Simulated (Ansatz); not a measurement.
Where the default PAW files enter, the runs use the earlier of Ansatz's two default sets.

The decay constant κ of evanescent states in the gap governs leakage through a thin film.

Data:

```yaml
crystal:
  lattice:
    - [5.39682, 0.00000, 0.00000]
    - [0.00000, 7.63226, 0.00000]
    - [0.00000, 3.81613, 3.81613]
  atoms:
    - { symbol: Fe, position: [0.50000, 0.00000, 0.50000] }
    - { symbol: Fe, position: [0.00000, 0.50000, 0.00000] }
    - { symbol: Fe, position: [0.50000, 0.50000, 0.50000] }
    - { symbol: Fe, position: [0.00000, 0.00000, 0.00000] }
    - { symbol: S, position: [0.11462, 0.61462, 0.50000] }
    - { symbol: S, position: [0.88538, 0.38538, 0.50000] }
    - { symbol: S, position: [0.61462, 0.88538, 0.00000] }
    - { symbol: S, position: [0.38538, 0.11462, 0.00000] }
    - { symbol: S, position: [0.88538, 0.11462, 0.27076] }
    - { symbol: S, position: [0.11462, 0.88538, 0.72924] }
    - { symbol: S, position: [0.38538, 0.38538, 0.22924] }
    - { symbol: S, position: [0.61462, 0.61462, 0.77076] }
```

Space group of this cell: Pa-3. The cell is taken as given; by LDA its mean pressure is -10.2 GPa.

Transport runs along the normal of the first two printed cell vectors, the (110) plane of the conventional cell.

The gap is the functional's own, uncorrected, and κ follows it; spin-orbit coupling is left out. Mid-gap values are interpolated between the computed energies.

**Question.** Compute, with LDA (Ansatz, an electronic-structure program), the band gap and the smallest decay constant κ at mid-gap.

**Answer.** Gap 0.60 eV on a 8×8×8 mesh; κ = 0.165 1/Å, at the zone centre.
